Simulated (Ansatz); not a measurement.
The parent structure is BeTe in the zinc blende structure (space group F-43m, No. 216; a = 5.657 Å). Axes: x, y, z lie along the cube axes.

Calculations: plane-wave PAW DFT at the r2SCAN level (Ansatz, a program for electronic structure, 500 eV), scalar-relativistic without spin-orbit coupling.

Base values:

| Property | Value |
|---|---|
| Valence-band top at Γ | 0.00, 0.00, 0.00 eV |
| Electron mass | 2.1 mₑ along k, 0.25 mₑ across (at X) |
| Band gap | 2.37 eV |

The change: the cell is stretched by 3.00 % along z with no lateral relaxation; the atoms relax in the strained cell.

Predict the new valence-band top at Γ, electron mass and band gap.

The valence-band top at Γ (three highest levels, from the VBM) changes from 0.00, 0.00, 0.00 eV to 0.00, 0.00, -0.17 eV; the electron mass goes from 2.1 mₑ along k, 0.25 mₑ across (at X) to 2.4 mₑ along k, 0.26 mₑ across (at X); the band gap drops by 0.05 eV, from 2.37 eV to 2.32 eV.

With Te present, leaving out spin-orbit coupling can change the band edges. Masses are band curvatures over ±0.01 Å⁻¹ around the edge. Along k means along the line from Γ to the band edge. Stability against distortions was not tested.
